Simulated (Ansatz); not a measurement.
Input and output of a relaxation of cell and atoms for Cr₃Fe (Fm-3m, 4 atoms in the cell) (Ansatz, a program for electronic structure).

Method of the run: LDA (PW92), PAW files made with PBE (plane waves; Ansatz).

```
Cr3Fe
1.0
    0.00000     2.85276     2.85276
    2.85276     0.00000     2.85276
    2.85276     2.85276     0.00000
Cr Fe
3 1
Direct
  0.75000   0.75000   0.75000
  0.25000   0.25000   0.25000
  0.50000   0.50000   0.50000
  0.00000   0.00000   0.00000
```
Moments meant for the start (each program seeds them in its own way; μB, in the order of the atoms Cr Cr Cr Fe): 3.0 3.0 0.0 4.0.

Reference input (self-consistent single point, DFT, LDA (PW92), plane waves, PAW files made with PBE): basis.ecutwfc = 420 eV; kpoints.mp_grid.grid = 8 8 8; hamiltonian.xc = lda; hamiltonian.pseudopotentials = {kind: paw} (the program's default PAW files); magnetization.spin_polarized = true; scf.occupations.method = gaussian; scf.occupations.width = 0.136 eV. This run's input differs from it in these lines:

```diff
@@ -21,2 +21,4 @@
   occupations: { method: gaussian, width: 0.136 }
+relax:
+  cell: {}
 output:
```

Output, abridged:

```
   [... SCF lines of the steps left out ...]
relax step   1: F+E_penalty+E_count = -14388.55246931 eV  Δ(F+E_penalty+E_count) = +0.000e0 eV  max|allowed force component| = 2.313e-17 eV/Å  Δτ_max = 0.0000 Å  P = -20.392 GPa  Ω = 46.433 Å³  (16 SCF iters, dr2 threshold 1.00e-7 eV, accepted)
relax step   2: F+E_penalty+E_count = -14388.80769610 eV  Δ(F+E_penalty+E_count) = -2.552e-1 eV  max|allowed force component| = 9.483e-17 eV/Å  Δτ_max = 0.0000 Å  P = -5.019 GPa  Ω = 43.370 Å³  energy of the carried Pulay correction = +1.598e-3 eV  [...]
   [... lines left out ...]
relax step   4: F+E_penalty+E_count = -14388.82047179 eV  Δ(F+E_penalty+E_count) = -3.299e-4 eV  max|allowed force component| = 6.708e-17 eV/Å  Δτ_max = 0.0000 Å  P = +0.005 GPa  Ω = 42.593 Å³  energy of the carried Pulay correction = +2.020e-3 eV  [...]
relax step   5: F+E_penalty+E_count = -14388.81889649 eV  Δ(F+E_penalty+E_count) = +1.575e-3 eV  max|allowed force component| = 5.204e-17 eV/Å  Δτ_max = 0.0000 Å  P = -0.013 GPa  Ω = 42.593 Å³  stress off target by 1.31e-2 GPa  SCF on the basis [...]
basis re-selected at this cell: Δ(F+E_penalty+E_count) = +1.575e-3 eV, ΔP = -0.018 GPa vs the last step
the relaxation is at rest under the 48 symmetry operations that the run kept from its start: a minimum is not shown …
the relaxation's final electronic state is not compared with the one that a single-point calculation of its input finds at the relaxed geometry …
   [... lines left out ...]
Absolute magnetization: 1.8368 μB (∫|ρ↑−ρ↓|, with the PAW one-centre terms)
Free energy (F): -14388.818896 eV
Fermi energy:    20.734742 eV
  cell:  # Å, volume = 42.5928 Å³
   [... lines left out ...]
    - [2.7718441833436676, 3.471222210121656e-34, 2.7718441833436676]
    - [2.7718441833436676, 2.7718441833436676, -2.547686016447795e-35]
  atoms:
    - { symbol: Cr, position: [0.7500000000000002, 0.7500000000000002, 0.7500000000000002] }
    - { symbol: Cr, position: [0.25, 0.25, 0.25] }
    - { symbol: Cr, position: [0.5, 0.5, 0.5] }
    - { symbol: Fe, position: [2.4286128663675296e-17, 2.4286128663675296e-17, 2.4286128663675296e-17] }
```

The run converged. 

Summary of the result:
- Free energy E − TS (on the zero of these files) = -14388.8189 eV
- Fermi level (on the code's own zero) = 20.73 eV
- Pressure = -0.01 GPa
- Size of the cell's spin moment = 1.54 μB
- Final cell = a = 3.9200 Å, b = 3.9200 Å, c = 3.9200 Å, α = 60.00°, β = 60.00°, γ = 60.00°
- Final volume per atom = 10.65 Å³
- Relaxation steps = 5

The starting cell comes from a database of computed structures (which also holds hypothetical and non-ambient phases and stackings), without a prior relaxation at this level. The moments shrank to a small part of their start, a low-spin state that need not be the lowest. The relaxation keeps the symmetry of its start, so its end need not be a minimum. Ansatz's pressure includes its estimate of the finite-basis (Pulay) stress.

Keys are those of Ansatz 0.2.
